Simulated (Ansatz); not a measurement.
# Where PBE holds and where it fails for 1T (CdI2-type) MgI2

Programs: Ansatz (a first-principles code).

Question: For which of these properties of 1T (CdI2-type) MgI2 does PBE miss the measurement, in which direction and by how much: lattice constant a, lattice parameter c, formation enthalpy?

Answer: PBE is well off the measurement for the lattice constant a (+1.59 %); lattice parameter c (+13.6 %); formation enthalpy (+0.200 eV/atom, at least halved by HSE06).

```json
[
 {"property": "lattice constant a (Å)", "PBE": "4.206", "LDA": "4.075", "PBEsol": "4.129", "HSE06": "4.177", "reference": "4.14*", "PBE less reference": "+1.59 %"},
 {"property": "lattice parameter c (Å)", "PBE": "7.815", "LDA": "6.694", "PBEsol": "7.026", "HSE06": "7.653", "reference": "6.88*", "PBE less reference": "+13.6 %"},
 {"property": "bulk modulus (GPa)", "PBE": "1.8", "LDA": "17.5", "PBEsol": "7.6", "HSE06": "–", "reference": "–", "PBE less reference": "–"},
 {"property": "cohesive energy (eV/atom)", "PBE": "2.44", "LDA": "2.92", "PBEsol": "2.68", "HSE06": "2.49", "reference": "2.52 ± 0.03", "PBE less reference": "not scored"},
 {"property": "band gap (eV), at the measured cell, all with SOC", "PBE": "3.16", "LDA": "2.98", "PBEsol": "3.10", "HSE06": "4.09", "reference": "–", "PBE less reference": "–"},
 {"property": "enthalpy of formation (eV/atom)", "PBE": "-1.068", "LDA": "-1.072", "PBEsol": "-1.067", "HSE06": "-1.209", "reference": "-1.268 ± 0.02*", "PBE less reference": "+0.200 eV/atom"},
 {"property": "interlayer binding energy (meV/Å²)", "PBE": "0.5", "LDA": "7.4", "PBEsol": "1.6", "HSE06": "–", "reference": "–", "PBE less reference": "–"},
 {"property": "direct gap at Γ (eV), at the measured cell, all with SOC", "PBE": "3.38", "LDA": "3.08", "PBEsol": "3.25", "HSE06": "4.38", "reference": "–", "PBE less reference": "–"}
]
```

Where no measured value is used, PBE differs from PBEsol by -76 % in the bulk modulus; from HSE06 by -0.93 eV in the band gap; from PBEsol by -69 % in the interlayer binding energy; from HSE06 by -1.00 eV in the direct gap at Γ.

A star marks values at room or unstated temperature without corrections; heat and zero-point motion as a rule enlarge cells and lower moduli and gaps.

Called well off clearly beyond 0.120 eV/atom for the formation enthalpy (bounds picked here from the quality of each reference); the lattice constant a is called against an uncorrected reference, since a correction would as a rule widen the miss or is far smaller; the lattice parameter c is called against an uncorrected reference, since a correction would as a rule widen the miss or is far smaller.

Not scored: cohesive energy (spin–orbit coupling left out).

The references are measured values: lattice constant a unstated, unchecked, lattice parameter c unstated, unchecked, cohesive energy derived from tabulated measurements, formation enthalpy room temperature, unchecked.

Unless a row names a cell, each level is at its own relaxed cell.

Density-functional gaps are differences of (generalised) Kohn–Sham levels.

Caveats: hybrids on metals are sensitive to the k mesh and can open a false gap (HSE06); the cell comes from a level without a dispersion term, which matters for the spacing of layers, chains or molecules (PBE, LDA, PBEsol, HSE06). Ansatz's density-functional and Hartree–Fock values are scalar-relativistic unless marked +SOC, with PAW data made under PBE.

References as tabulated in Crystal Structures 1, 239 (1963); the CRC Handbook; Wang et al. (2021), doi:10.1038/s41598-021-94550-5.
